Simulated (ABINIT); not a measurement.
## Converging the plane-wave cutoff: InP (R3m, 2 atoms in the cell)

```
CELL_PARAMETERS angstrom
      0.00000     2.92619     2.92619
      2.92619     0.00000     2.92619
      2.92619     2.92619     0.00000
ATOMIC_POSITIONS crystal
  In 0.00493 0.00493 0.00493
  P  0.25000 0.25000 0.25000
```

Method: LDA (PW92), norm-conserving pseudopotentials (PseudoDojo nc-sr-04 LDA standard) (plane waves; ABINIT).

Base settings: pseudos = [In.upf, P.upf]; ecut = 35 Ha; ixc = 7; occopt = 3; tsmear = 0.00073499 Ha; ngkpt = 3 3 3; nshiftk = 1; shiftk = 0 0 0; potentials = PseudoDojo nc-sr-04 LDA standard; nband = 14.

The second cell is the first with its lattice scaled by 0.98.

The mesh stays at the base's, so the ladder's end is converged at best in this setting alone.

Only quantities that move along the ladder and can be compared are tabulated; the gap is left out on so coarse a mesh.

The count of work is k-points × plane waves × bands × iterations; it is no time. Core times come from one kind of shared machine, to one figure; runs under 30 s give none.

The starting cell has typed, rounded lattice constants, without a prior relaxation at this level. Its lattice was rescaled by up to half a per cent. One atom was moved a little off its site on purpose.

| ecut | free energy less the last step's (meV/atom) | energy of the compressed cell less the first (meV/atom) | pressure (GPa) | largest difference of a force vector from the last step's (eV/Å) | count of work / last | core time / last (rough) |
|---|---|---|---|---|---|---|
| 12 Ha | 38006.86 | 829.89 | -506.58 | 0.190 | 0.055 | – |
| 14 Ha | 21648.80 | 151.82 | -376.99 | 0.009 | 0.069 | – |
| 16 Ha | 11967.14 | -3.69 | -262.72 | 0.021 | 0.077 | – |
| 18 Ha | 6098.94 | 70.93 | -167.35 | 0.015 | 0.093 | – |
| 19 Ha | 4304.87 | -62.77 | -130.95 | 0.005 | 0.11 | – |
| 21 Ha | 1944.90 | -39.62 | -73.01 | 0.000 | 0.13 | – |
| 24 Ha | 486.36 | 10.96 | -25.04 | 0.001 | 0.14 | – |
| 28 Ha | 49.14 | 16.76 | -4.02 | 0.000 | 0.18 | – |
| 32 Ha | 2.33 | 19.76 | -0.41 | 0.000 | 0.22 | – |
| 35 Ha | 0.69 | 19.64 | -0.17 | 0.000 | 0.27 | – |
| 38 Ha | 0.60 | 19.64 | -0.17 | 0.000 | 0.30 | – |
| 42 Ha | 0.46 | 19.63 | -0.17 | 0.000 | 0.35 | – |
| 47 Ha | 0.39 | 19.63 | -0.17 | 0.000 | 0.42 | – |
| 52 Ha | 0.26 | 19.63 | -0.17 | 0.000 | 0.49 | 0.5 |
| 61 Ha | 0.18 | 19.63 | -0.17 | 0.000 | 0.62 | 0.7 |
| 70 Ha | 0.08 | 19.62 | -0.17 | 0.000 | 0.76 | 0.7 |
| 84 Ha | 0.00 | 19.62 | -0.17 | 0.000 | 1.0 | 1 |

Coarsest ecut that holds the energy of the compressed cell less the first within 2 meV/atom of the last step, with all finer ones: 32 Ha, at 0.22 of the last step's count of work; the step before is off by 2.9 meV/atom.

Coarsest ecut that holds the free energy within 5 meV/atom of the last step, with all finer ones: 32 Ha, at 0.22 of the last step's count of work; the step before is off by 49 meV/atom.

Coarsest ecut that holds the pressure within 0.5 GPa of the last step, with all finer ones: 32 Ha, at 0.22 of the last step's count of work; the step before is off by 3.9 GPa.

The energy difference between the two cells stays within 1 meV/atom of the last step's from 32 Ha on, the total only from 35 Ha on: much of the error is common to both cells and cancels.

At the lowest cutoff the pressure lies 506 GPa under the last step's, the usual sign of Pulay stress in an incomplete plane-wave basis.
